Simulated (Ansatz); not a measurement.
# AlRu: uniaxial strain ε_zz = −2.00 %

Base system: AlRu in the CsCl type structure (space group Pm-3m, No. 221; a = 2.955 Å; relaxed with 0.1 eV smearing). Axes: x, y, z lie along the cube axes.

It is then changed as follows: the cell is compressed by 2.00 % along z with no lateral relaxation; the atoms relax in the strained cell.

Level of theory: LDA/PAW in Ansatz (a program for electronic structure), spin-orbit coupling left out. Settings: 19×19×19 k-points, 0.1 eV Fermi–Dirac smearing.

| quantity | base | changed | shift |
|---|---|---|---|
| volume per atom | 12.90 Å³ | 12.64 Å³ | -0.26 Å³ |
| space group | Pm-3m (No. 221) | P4/mmm (No. 123) | – |
| shortest interatomic distance | 2.559 Å | 2.542 Å | -0.017 Å |
| energy relative to the base (free energy F) | 0 meV/atom | +6.0 meV/atom | +6.0 meV/atom |
| band gap | zero | zero | – |
| stress (xx, yy, zz, yz, xz, xy; compression positive) | – | (3.6, 3.6, 7.7, 0.0, 0.0, 0.0) GPa | – |

Whether these cells are dynamically stable was not tested. All final runs are without spin polarisation.
